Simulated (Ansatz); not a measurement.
The parent structure is BAs in the zinc blende structure (space group F-43m, No. 216; a = 4.7679 Å).

Perturbation: cell and atoms relaxed at a pressure of 4.5 GPa.

Levels (all Ansatz, an electronic-structure program, PAW): PBEsol (420 eV, scalar-relativistic without spin-orbit coupling); HSE06+SOC (420 eV, spin-orbit coupling included).

The geometry is relaxed with PBEsol.

```
Quantity                                    Value
----------------------------  -------------------
PBEsol valence-band top at Γ  0.00, 0.00, 0.00 eV
PBEsol band gap                           1.05 eV
```

Task: How does going to HSE06+SOC change the valence-band top at Γ and band gap?

Result: The valence-band top at Γ (three highest Kramers pairs, from the VBM) changes from 0.00, 0.00, 0.00 eV to 0.00, 0.00, -0.23 eV; the band gap rises by 0.67 eV to 1.72 eV. The threefold valence maximum splits by Δso ≈ 0.23 eV.

Single points use the geometry relaxed with PBEsol. HSE06 was sampled on its mesh, a few special points and the semilocal edge points, so its gap is an upper bound. The spin-orbit shifts are approximate. Load acts through the strain it causes; cell and atoms are relaxed under it. Whether these cells are dynamically stable was not tested.
